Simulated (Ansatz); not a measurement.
# fcc Al (0 0 1) on alpha quartz (1 1 0) (film strained to the substrate, faces as cut)

A periodic stack without vacuum, fcc Al (0 0 1) on alpha quartz (1 1 0) (film strained to the substrate, faces as cut): substrate slab Si18O36, film Al36, surface cells [[0, 1], [-1, 0]] and [[-3, 0], [-2, -2]], film strained by -3.6 and +1.4 %, faces O/O and Al/Al as cut (like faces can put a slab off its formula).

The start was prepared with a machine-learned potential, and the result is one local minimum, with the in-plane cell held and forces under 0.04 eV/Å; the film can end far from its bulk form.

These are PBE (plane waves to 420 eV, PAW; Ansatz, an electronic-structure program) values and carry that method's errors. Scalar-relativistic, without spin–orbit coupling; the runs are not spin-polarised; PBE gaps are too small against experiment. Its k-point mesh 3×5×1, Fermi–Dirac width 0.05 eV.

| Property | Result |
|---|---|
| interface area | 47.9 Å² |
| period | 28.21 Å |
| gaps between the outermost planes at the two interfaces | 0.98 and 0.31 Å |
| Al–O contacts across the interfaces within 1.22 times the sum of covalent radii | 7, mean 1.91 Å |
| Al–Si contacts across the interfaces within 1.22 times the sum of covalent radii | 5, mean 2.60 Å |

```xyz
90
Lattice="8.6967 -0.0001 -0.0426 -0.0001 5.5094 -0.0394 4.2090 1.6331 28.1833" Properties=species:S:1:pos:R:3 pbc="T T T"
Si     7.0063     1.6874     1.1623
Si     5.1281     5.2077     2.5968
Si     2.6129     3.5691     1.4717
O      8.4215     1.1632     0.3388
O      4.0014     4.4362     1.7331
O      7.4885     2.4331     2.5538
O      6.2938     0.2506     1.6173
O      1.3067     4.5426     1.5310
O      2.4583     2.5072     2.7286
Si     3.0417     1.5440     3.8956
Si     9.5286     5.1578     4.9860
Si     7.2018     3.3773     3.8577
O      4.4863     0.9545     3.4312
O      8.4236     4.4333     4.0449
O      3.3335     2.3251     5.2920
O      1.9926     0.3285     4.1614
O      5.8075     4.1844     3.6509
O      6.9944     2.5148     5.2169
Si     7.4565     1.4959     6.3875
Si     5.1849     5.2004     7.5040
Si     2.8860     3.3734     6.4427
O      8.8505     0.7947     5.9572
O      4.0408     4.5126     6.5832
O      7.7130     2.2711     7.7961
O      6.2983     0.3680     6.5776
O      1.4739     4.0524     6.0335
O      2.6604     2.6260     7.8694
Si     3.1359     1.5246     8.9611
Si     9.5471     5.2042     9.9684
Si     7.2755     3.3861     8.8922
O      4.5288     0.8338     8.4986
O      8.4388     4.5215     8.9970
O      3.3989     2.2407    10.3977
O      1.9778     0.3908     9.1131
O      5.8700     4.0713     8.4566
O      7.0666     2.7047    10.3557
Si     7.4684     1.5383    11.4118
Si     5.2212     5.2543    12.4412
Si     2.9060     3.3684    11.4571
O      8.8538     0.8170    10.9656
O      4.0708     4.4979    11.5891
O      7.6589     2.1691    12.9021
O      6.2593     5.9536    11.4101
O     10.2231     4.0651    10.9189
O      2.6330     2.6608    12.8983
Si     3.1752     1.5711    13.9783
Si     9.7616     4.9369    15.1289
Si     7.3394     3.4117    13.9006
O      4.5478     0.8695    13.4536
O      8.6582     4.3671    13.9782
O      3.6282     2.4396    15.3454
O     10.6957     5.9833    14.1622
O      6.0119     4.1999    13.3929
O      6.9230     2.8344    15.4169
Al     6.9010     4.2855    19.0278
Al     4.0282     4.1774    18.9431
Al     6.8855     1.5794    18.9788
Al     9.7981     4.2889    19.0490
Al     4.0667     1.5225    18.9933
Al     9.8225     1.5930    19.0559
Al     8.1907     2.9294    16.8867
Al     5.2488     2.6589    16.4091
Al     8.3635     5.7114    17.0831
Al     2.2825     3.0148    16.6454
Al     5.4682     5.4707    17.0211
Al     2.5591     5.6837    17.2301
Al     6.8845     4.3464    23.0462
Al     4.0119     4.3676    23.0767
Al     6.9372     7.0901    23.0134
Al     9.8773     4.3585    23.0540
Al     4.0336     7.1117    23.0684
Al     9.8664     7.0986    23.0017
Al     8.3608     2.9392    21.0534
Al     5.4771     2.9462    21.0403
Al     8.3485     5.7086    21.0066
Al    11.2977     2.9269    21.0418
Al     5.4576     5.7001    21.0320
Al    11.3029     5.6972    20.9580
Al     7.1150     4.3912    27.2469
Al     4.1466     4.1720    27.2065
Al     7.0282     7.2163    26.8964
Al     9.9862     4.3362    27.3431
Al     4.7401     6.6680    28.2264
Al     9.7480     7.0452    26.9729
Al     8.4062     3.0296    25.0223
Al     5.4632     3.0137    25.0930
Al     8.3603     5.7292    24.9935
Al    11.2967     2.9686    25.1670
Al     5.4468     5.7798    25.1770
Al    11.3142     5.7387    25.1383
```
